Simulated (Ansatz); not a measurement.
Reference: ScBi (Fm-3m), PBEsol, DFPT electron-phonon coupling, linearised Boltzmann equation (plane waves, PAW, scalar-relativistic; Ansatz, a quantum-chemistry and plane-wave program); geometry: relaxed with this functional, without spin-orbit coupling.

BiSc is modelled in the cubic space group Fm-3m (No. 225), the rock salt structure, Pearson symbol cF8. Lattice parameters: a = 5.939 Å, b = 5.939 Å, c = 5.939 Å, α = 90.00°, β = 90.00°, γ = 90.00°. Sc on 4b is surrounded by 6 Bi at 2.970 Å (octahedral). Bi on 4a sees 6 Sc at 2.970 Å (octahedral). (Neighbours: up to the widest gap in distance over summed covalent radii, below 1.35, at either atom.)
(The calculation used a cell of 2 atoms; values per cell refer to that cell.)

resistivity at 300 K: 18.2 μΩ·cm

Q: Swap Bi for As, keeping the structure type. How do these values move?

A: ScAs (Fm-3m): volume per atom 26.2 to 19.8 Å³; resistivity at 300 K falls (18.2 μΩ·cm to 14.3 μΩ·cm).

Q: Swap Sc for La, keeping the structure type. How do these values move?

A: LaBi (Fm-3m): volume per atom 26.2 to 35.2 Å³; resistivity at 300 K rises (18.2 μΩ·cm to 42 μΩ·cm).

Moves up to 17 % count as about the same. Metals; harmonic phonons alone scatter; means over directions. Halving the electron mesh moves these values by up to 12 %; q meshes are mostly untested. Some of the runs warned that the eigensolver left states short of its tolerance. Spin-orbit coupling is left out.

Formula and space group known from diffraction (Crystallography Open Database), not checked to be the room-temperature form: LaBi (Fm-3m), ScAs (Fm-3m). Computed structure with no diffraction record at hand here (it may be known, metastable or hypothetical): ScBi (Fm-3m). The missing spin-orbit coupling matters most for LaBi (Fm-3m), ScBi (Fm-3m).
